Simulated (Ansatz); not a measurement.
## VSi2 (space group P6_222, No. 180; weakly magnetic (sensitive to the mesh))

```yaml
crystal:
  lattice:
    - [4.53068, 0.00000, 0.00000]
    - [-2.26534, 3.92368, 0.00000]
    - [0.00000, 0.00000, 6.32464]
  atoms:
    - { symbol: V, position: [0.50000, 0.00000, 0.00000] }
    - { symbol: V, position: [0.50000, 0.50000, 0.33333] }
    - { symbol: V, position: [0.00000, 0.50000, 0.66667] }
    - { symbol: Si, position: [0.16264, 0.32529, 0.00000] }
    - { symbol: Si, position: [0.83736, 0.16264, 0.33333] }
    - { symbol: Si, position: [0.67471, 0.83736, 0.66667] }
    - { symbol: Si, position: [0.83736, 0.67471, 0.00000] }
    - { symbol: Si, position: [0.16264, 0.83736, 0.33333] }
    - { symbol: Si, position: [0.32529, 0.16264, 0.66667] }
```

Calculations: Ansatz (a quantum-chemistry and plane-wave program) r2SCAN, no spin-orbit coupling. Γ-centred 12×12×8 mesh, Fermi–Dirac width 0.05 eV.

| Item | Value |
|---|---|
| Volume per atom | 12.49 Å³ |
| Density | 4.75 g/cm³ |
| Band gap | zero |
| Magnetic state | weakly magnetic (sensitive to the mesh) |
| Total energy | -1398.864 eV/atom (σ→0; compares only within this code and set-up) |

The magnetic state is the one reached from the starting moments; the real material's order can differ, and small cells can't hold many antiferromagnetic ones. Stability against distortions was not tested. Seeded moments were not kept for the base.
